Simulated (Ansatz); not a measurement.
# Point defects in TiAl

Consider a 24-atom supercell of TiAl (space group P4/mmm, No. 123; a = 2.8241 Å, c = 4.0706 Å) at its relaxed geometry.

One neutral defect a cell, atoms relaxed at fixed cell.

The values are results of PBE/PAW in Ansatz (a first-principles code), no spin-orbit coupling, earlier PAW set, not measurements.

| variant | largest displacement of a host atom from its site in the perfect cell | pressure |
|---|---|---|
| perfect supercell | – | 0.0 GPa |
| Li interstitial (started 1.74 Å from the nearest host atom) | 0.28 Å | 4.0 GPa |
| Ti vacancy, symmetric start | 0.04 Å | -1.0 GPa |
| Zn on a Ti site | 0.05 Å | -0.4 GPa |

The cell is small, so the values are those of an ordered compound at a high defect concentration; dilute-limit values will differ. Defects with a symmetric start kept the site's symmetry and may sit on a saddle; the others started slightly shaken. The final runs are not spin-polarised.
